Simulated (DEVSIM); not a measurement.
System: illuminated GaAs p-on-n cell, one wavelength, at 250 K.

Layer 1 from the left is GaAs, thickness (μm) 0.130, Na (cm⁻³) 9.3e17, τn (s) 1.2e-9, τp (s) 8.5e-10, absorption coefficient (cm⁻¹) 17000. Layer 2 from the left is GaAs, thickness (μm) 1.30, Nd (cm⁻³) 3.2e15, τn (s) 5.3e-8, τp (s) 5.3e-8, absorption coefficient (cm⁻¹) 17000.

Left contact: ohmic, minority electron recombination velocity 80000 cm/s. Right contact: ohmic, minority hole recombination velocity 2e5 cm/s. Voltage is applied to the left contact. Recombination: SRH at mid-gap, radiative, Auger. Light enters at the left, 2.6e17 photons cm⁻² s⁻¹, one pass, no reflection. Mobility is constant in doping.

Constants are typed, rounded textbook-type inputs, not results; the design itself was drawn at random and stands for no fabricated device. Values at 300 K; Nc and Nv go as T^1.5, mobilities as T to minus their exponent, the gap by Varshni's rule with the affinity fixed.

GaAs: gap (eV) 1.424, affinity (eV) 4.07, permittivity 12.9, Nc (cm⁻³) 4.7e17, Nv (cm⁻³) 9e18, μn (cm²/Vs) 8500, μp (cm²/Vs) 400, T exponent of μn 2.1, T exponent of μp 2.2, B (cm³/s) 2e-10, Cn (cm⁶/s) 1e-30, Cp (cm⁶/s) 1e-30, Varshni α (eV/K) 0.000541, Varshni β (K) 204.

DEVSIM, 1D drift-diffusion, Boltzmann statistics, complete ionisation; no tunnelling, impact ionisation, image-force lowering or self-heating.

Problem. What does the simulation give for the dark forward voltage at 1 A/cm², the fill factor?

Solution. dark forward voltage at 1 A/cm² 1.100 V; fill factor 0.84.
